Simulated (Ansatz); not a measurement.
Amorphous IGZO (In$_{10}$Ga$_{10}$Zn$_{5}$O$_{35}$), 60 atoms at 5.98 g/cm³, one PBE-relaxed geometry, zone centre. Methods: PBE, scalar-relativistic without spin-orbit coupling (Ansatz, a program for electronic structure); r2SCAN, scalar-relativistic without spin-orbit coupling (Ansatz); HSE06, scalar-relativistic without spin-orbit coupling (Ansatz). Plane waves to 420 eV (r2SCAN 500 eV); exact exchange is cut at the cell's faces. At PBE the levels at the filled edge of the gap are localised (band-tail or defect states). All rungs ran without spin polarisation.

A CHGNet melt-quench gave the starting glass, which DFT then relaxed. O atoms were pushed apart under 1.9 Å during the dynamics, to hinder bonds among them. The hot cell started wider than the set density and was brought back towards it in steps. It is the lowest in DFT energy of 2 quenches. It is a model cell: composition and starting density were chosen by hand, and all elements were melted together. No dispersion term was used. Its density started from a set value of 5.93 and ended at 5.98 g/cm³. The simulated quench (nominally 190 K/ps over its main leg) is rapid and tends to freeze in more defects than a deposited or slowly cooled glass has. A cell of this size samples the disorder only roughly. The volume was free in the relaxation, at fixed shape. Stress components on the final sampling reach 2.2 GPa.

The relaxation ran on the zone centre alone. At PBE the level gap is 0.81 eV on a 2×2×2 Γ-centred mesh, and the spacing at the zone centre alone 0.80 eV.

### Question
What zone-centre spacing does r2SCAN give, roughly?

### Answer
1.27 eV (+0.47 eV against PBE).

### Question
What zone-centre spacing does HSE06 give, roughly?

### Answer
2.37 eV (+1.57 eV against PBE).

The highest filled and the lowest empty state spread over these numbers of atoms (participation numbers): PBE: 10.0 and 54.6; r2SCAN: 9.4 and 53.5; HSE06: 9.6 and 52.9.
